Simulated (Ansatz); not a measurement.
We consider BC5 (I-4m2, No. 119, 6 atoms in the cell; start mp-1077125), described by PBE (PAW; Ansatz, a quantum-chemistry and plane-wave program).

Settings: plane-wave cutoff 520 eV, 30×30×30 k mesh, Fermi–Dirac smearing 0.05 eV, scalar-relativistic PAW data made under PBE.

Cell (relaxed at this level):

```yaml
crystal:
  lattice:
    - [-1.25722, 1.25722, 5.70050]
    - [1.25722, -1.25722, 5.70050]
    - [1.25722, 1.25722, -5.70050]
  atoms:
    - { symbol: B, position: [0.75000, 0.25000, 0.50000] }
    - { symbol: C, position: [0.84380, 0.84380, 0.00000] }
    - { symbol: C, position: [0.15620, 0.15620, 0.00000] }
    - { symbol: C, position: [0.50000, 0.50000, 0.00000] }
    - { symbol: C, position: [0.41992, 0.91992, 0.50000] }
    - { symbol: C, position: [0.08008, 0.58008, 0.50000] }
```

Q: Predict the bulk modulus.

A: 
bulk modulus: 378 GPa

The run finds no gap.

Note: the bulk modulus is −V dP/dV from two relaxed cells at ±2 % in volume; the relaxation could not lower the start's symmetry, so the cell can be a saddle point above a distorted one.

Computed values are for the static lattice.

A start named mp-… is a Materials Project structure, which need not be a measured phase.
